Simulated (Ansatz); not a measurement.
The starting structures come from a database of crystals and need not be the phases stable at ambient conditions.

Input:

```yaml
crystal:
  lattice:
    - [4.01080, 0.00000, 0.00000]
    - [-2.00540, 3.47345, 0.00000]
    - [0.00000, 0.00000, 6.63060]
  atoms:
    - { symbol: Zn, position: [0.00000, 0.00000, 0.99976] }
    - { symbol: Cd, position: [0.33333, 0.66667, 0.50562] }
    - { symbol: S, position: [0.33333, 0.66667, 0.89201] }
    - { symbol: S, position: [0.00000, 0.00000, 0.35460] }
```

Space group of this cell: P3m1. The cell is taken as given; by PBEsol its mean pressure is -3.3 GPa.

Transport runs along the normal of the first two printed cell vectors, the (001) plane of the conventional cell.

No gap correction and no spin-orbit coupling; mid-gap values are interpolated between computed energies.

**Question.** Give the band gap and the smallest decay constant κ at mid-gap that PBEsol (Ansatz, an electronic-structure program) yields.

**Answer.** Gap 1.18 eV on a 12×12×6 mesh; κ = 0.105 1/Å, at the zone centre.
